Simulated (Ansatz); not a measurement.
TiO2: strain along the normal

TiO2 (rutile, P4_2/mnm, 10.651 Å³/atom at rest, c along z) under an equal strain ε in the (001) plane with the normal axis free, as in a coherent film. PBE in Ansatz, a plane-wave DFT program (PAW, default set), 420 eV, 7×7×11 Γ-centred mesh, Fermi-Dirac smearing 0.05 eV; ions are relaxed within the symmetry of each cell.

Here s stands for strain and y for normal strain.

| strain (%) | normal strain (%) |
|---|---|
| -3.00 | ? |
| -1.20 | 0.80 |
| -0.60 | 0.39 |
| 0.00 | 0.00 |
| 0.60 | -0.36 |
| 1.20 | -0.71 |

Taking a straight line for y over the 5 complete rows: Means: s 0, y 0.024. About the means, the sum of products is -2.2620 and the sum of squares of s is 3.6000; the slope is their ratio. Least squares gives y = 0.024 - 0.6283·s. Residuals (row less fit): 0.022, -0.011, -0.024, -0.007, 0.020; standard error 0.023 (degrees of freedom: 3). The slope, -0.63 ± 0.01, is the elastic response of the normal axis, −2C13/C33.

### Question
What does the fit predict for y at s = -3.00, and how far is the calculated value from it?

### Answer
y = 0.024 - 0.6283 × (-3.0) = 1.909%. The calculation gives 2.18%, 0.271% above the prediction (9.4 % of the range of y in the table). The row lies outside the fitted rows, so this is an extrapolation. From the scatter of the fitted rows alone, a prediction at this place has a standard error of 0.045%, so the miss is 6.0 times that.

One order more, fitted to all 11 runs of the series, follows each within 0.01, so the miss is the next term of a smooth law. The primitive cell can neither tilt nor turn polar against its symmetry, as such crystals can under strain. Rows are the converged runs of the series near zero and its far end; series whose fitted rows scatter by over a few per cent of the range, as at a crossing or softening among them, aren't shown in this form. Most that stay on the fit to the last digits aren't either.
